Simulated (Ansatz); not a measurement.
Seebeck coefficient (μV/K, mean over directions) of n-type GaP (F-43m) against carrier density, HSE06, rigid bands (Ansatz, a program for electronic structure). Computed gap 2.25 eV; densities at which minority carriers matter at this gap, or further valleys turn the trend, are left out. Conductivity mass 0.34 mₑ (harmonic mean over directions), N_c = 4.2e19 cm⁻³ at 300 K.

```csv
electron density,300 K,500 K
1e16 cm⁻³,?,-985
1e17 cm⁻³,-724,-787
1e18 cm⁻³,-526,-588
3e18 cm⁻³,-432,-494
1e19 cm⁻³,-329,-391
3e19 cm⁻³,?,-298
1e20 cm⁻³,?,-200
3e20 cm⁻³,-77,-124
1e21 cm⁻³,-45,-77
```

Complete the blanks.


- 1e16 cm⁻³, 300 K: -923
- 3e19 cm⁻³, 300 K: -237
- 1e20 cm⁻³, 300 K: -144

Rigid bands with a gap fixed in temperature, one relaxation time for all states, no polarons or phonon drag, and whether or not such doping can be reached. Spin-orbit coupling is left out. Geometry: cell and atoms relaxed with PBEsol.
